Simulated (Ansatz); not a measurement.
Start from LiF in the zinc blende structure (space group F-43m, No. 216; a = 4.364 Å; a hypothetical phase, not in the database extracts checked). Axes: x, y, z lie along the cube axes.

Computed with PBE (Ansatz, a first-principles code, PAW, spin-orbit coupling left out).

Base values:

```
Item       Result
--------  -------
Band gap  7.65 eV
```

Now apply this change: biaxial strain −1.62 %, plane normal [001], relaxed out of plane (Cartesian); in-plane vectors clamped, the third vector and the atoms free.

Task: What happens to the ratio −ε⊥/ε∥ and band gap?

Result: The ratio −ε⊥/ε∥ amounts to 1.33; the band gap rises by 0.04 eV, from 7.65 eV to 7.69 eV.

No phonon test of stability was made.
